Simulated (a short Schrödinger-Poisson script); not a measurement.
Solved with a short Schrödinger-Poisson script written for these runs: 1D Poisson equation in equilibrium, electrons quantum, Hartree (BenDaniel-Duke, 40 states a valley, the channel's in-plane mass for all, wave functions free to enter the barrier), parabolic valleys, classical holes, full ionisation, no traps, pinning or gate leakage.

Structure: gated Al0.33Ga0.67As/GaAs modulation-doped gas, at 300 K.

From the gate side: 10 nm Al0.33Ga0.67As; 30 nm Al0.33Ga0.67As, donors 5.4e17 cm⁻³; 5 nm Al0.33Ga0.67As; 6000 nm GaAs, acceptors 9e14 cm⁻³.

The device is made up for the run: typed textbook-type constants, with dimensions and the other settings drawn at random. Al0.33Ga0.67As: permittivity 11.96, conduction-band edge (eV) 0.261, gap (eV) 1.836, electron mass (mₑ) 0.0944, Nv at 300 K (cm⁻³) 9e18. GaAs: permittivity 12.9, conduction-band edge (eV) 0, gap (eV) 1.424, Nv at 300 K (cm⁻³) 9e18.

Channel valleys (confinement mass, in-plane density-of-states mass, number): Γ 0.067, 0.067, 1. At the gate the conduction-band edge of layer 1 lies 1.01 eV − eVg above the Fermi level of the channel; the field vanishes at the back. The barrier under the gate holds no holes. Gaps are held at their typed values at every temperature. Mesh 0.08 nm at interfaces.

Q: Give the lowest subband against the Fermi level at Vg = 0.5 V (meV); the capacitance at Vg = 0.5 V (μF/cm²); the gate voltage at 1e11 electrons/cm² (V).

A: lowest subband against the Fermi level at Vg = 0.5 V (meV): 24.9; capacitance at Vg = 0.5 V (μF/cm²): 0.195; gate voltage at 1e11 electrons/cm² (V): 0.25.
